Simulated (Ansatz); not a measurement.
## Cu3SbSe4 under a change: isotropic strain +0.75 %

The reference is Cu3SbSe4 (space group I-42m, No. 121; a = 5.6272 Å, c = 11.1837 Å).

Now apply this change: an isotropic linear strain of +0.75 %; the atoms relax in the strained cell.

Method: PBEsol, PAW, 420 eV (Ansatz, a program for electronic structure; no spin-orbit coupling). k-mesh 12×12×12 (Γ-centred); smearing 0.05 eV (Fermi–Dirac).

The volume per atom goes up by 0.502 Å³ (22.13 Å³ → 22.64 Å³) and the space group stays I-42m (No. 121). The shortest interatomic distance grows by 0.018 Å (2.373 Å → 2.391 Å) and the energy grows by 2.4 meV/atom. The band gap stays zero.

No phonon test of stability was made. The final runs are not spin-polarised.
